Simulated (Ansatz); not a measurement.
## ZrB2: stress against strain

ZrB2 (AlB2 type, P6/mmm, 10.076 Å³/atom at rest, c along z) under a strain ε along c (axis z), the other axes held. PBEsol in Ansatz, a plane-wave DFT program (PAW, default set), 420 eV, 21×21×17 Γ-centred mesh, Fermi-Dirac smearing 0.10 eV; ions are relaxed within the symmetry of each cell. Stress is positive for a compressed cell.

Here s stands for strain and y for stress zz.

```
strain (%)  stress zz (GPa)
----------  ---------------
-3.00                     ?
-1.50                  7.08
-1.00                  4.66
-0.50                  2.30
0.00                   0.00
0.50                  -2.24
1.00                  -4.42
1.50                  -6.54
```

Using a straight line, estimate the missing y at s = -3.00 from the other rows, showing the fit.

Means: s 0, y 0.120. About the means, the sum of products is -31.780 and the sum of squares of s is 7.0000; the slope is their ratio. Least squares gives y = 0.120 - 4.5400·s. Residuals (row less fit): 0.150, 0.000, -0.090, -0.120, -0.090, 0.000, 0.150; standard error 0.123 (degrees of freedom: 5). The slope gives the elastic constant C33 = 454 ± 5 GPa. At the withheld row, y = 0.120 - 4.5400 × (-3.0) = 13.740 GPa. The calculation gives 14.71 GPa, 0.970 GPa above the prediction (4.6 % of the range of y in the table). The row lies outside the fitted rows, so this is an extrapolation. From the scatter of the fitted rows alone, a prediction at this place has a standard error of 0.192 GPa, so the miss is 5.1 times that.

One order more, fitted to all 13 runs of the series, follows each within 0.01, so the miss is the next term of a smooth law. In a metal these values are sensitive to mesh and smearing; energies are taken to zero smearing, stresses follow the free energy. Rows are the converged runs of the series near zero and its far end; series whose fitted rows scatter by over a few per cent of the range, as at a crossing or softening among them, aren't shown in this form. Most that stay on the fit to the last digits aren't either.
